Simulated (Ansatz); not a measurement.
Consider AlRu in the CsCl type structure (space group Pm-3m, No. 221).

```
AlRu
1.0
    2.98252     0.00000     0.00000
    0.00000     2.98252     0.00000
    0.00000     0.00000     2.98252
Al Ru
1 1
Cartesian
  0.00000   0.00000   0.00000
  1.49126   1.49126   1.49126
```

Cartesian axes are those of the cell as printed.

Calculations: r2SCAN in Ansatz (plane waves to 500 eV, PAW, no spin-orbit coupling).

Before the change:

The pressure is 0.0 GPa and the shortest interatomic distance is 2.583 Å.

Now apply this change: uniaxial strain ε_yy = −1.28 %, all other strain components held at zero; the atoms relax in the strained cell.

**Question.** How does this affect the energy relative to the base?

**Answer.** The energy rises by 2.4 meV/atom.

**Question.** What happens to the pressure?

**Answer.** The pressure (mean of the normal stresses, compression positive) goes from zero to 2.9 GPa.

**Question.** What happens to the shortest interatomic distance?

**Answer.** The shortest interatomic distance falls by 0.011 Å, from 2.583 Å to 2.572 Å.

Without a gap, meshes like the base's 16×16×16 leave anisotropic stresses uncertain by several tenths of a GPa, and small strain energies with them. Stability against distortions was not tested. The final runs are not spin-polarised.

Ansatz is an electronic-structure program.
